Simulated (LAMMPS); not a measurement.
System: Ni (fcc), 4000 atoms, at 780 K and 0 GPa, heated as the crystal.

All values are model results, not measurements: classical MD, pair style eam/alloy, file CuNi.eam.alloy, run in LAMMPS.

```
frequency (THz)  vibrational (phonon) density of states (1/THz)
---------------  ----------------------------------------------
0.07000                                                  0.0000
0.3510                                                   0.0004
0.6310                                                   0.0028
0.9120                                                   0.0058
1.192                                                    0.0085
1.473                                                    0.0153
1.754                                                    0.0207
2.034                                                    0.0274
2.314                                                    0.0400
2.595                                                    0.0512
2.876                                                    0.0690
3.156                                                    0.0887
3.437                                                    0.1178
3.717                                                    0.1577
3.998                                                    0.1817
4.279                                                    0.1953
4.559                                                    0.2103
4.840                                                    0.2198
5.120                                                    0.2222
5.401                                                    0.2101
5.681                                                    0.1882
5.962                                                    0.1651
6.242                                                    0.1367
6.523                                                    0.1126
6.803                                                    0.1131
7.084                                                    0.1488
7.364                                                    0.1903
7.645                                                    0.1938
7.926                                                    0.1499
8.206                                                    0.0942
8.487                                                    0.0545
8.767                                                    0.0339
9.048                                                    0.0238
9.328                                                    0.0178
9.609                                                    0.0144
9.890                                                    0.0119
10.17                                                    0.0099
10.45                                                    0.0085
10.73                                                    0.0071
11.01                                                    0.0060
11.29                                                    0.0052
11.57                                                    0.0045
11.85                                                    0.0040
12.13                                                    0.0036
12.41                                                    0.0032
12.70                                                    0.0028
12.98                                                    0.0025
13.26                                                    0.0021
13.54                                                    0.0018
13.82                                                    0.0015
```

Main features:
- state found: crystal; no diffusion seen in 30 ps
- mean frequency of the vibrational (phonon) density of states: 5.7 THz
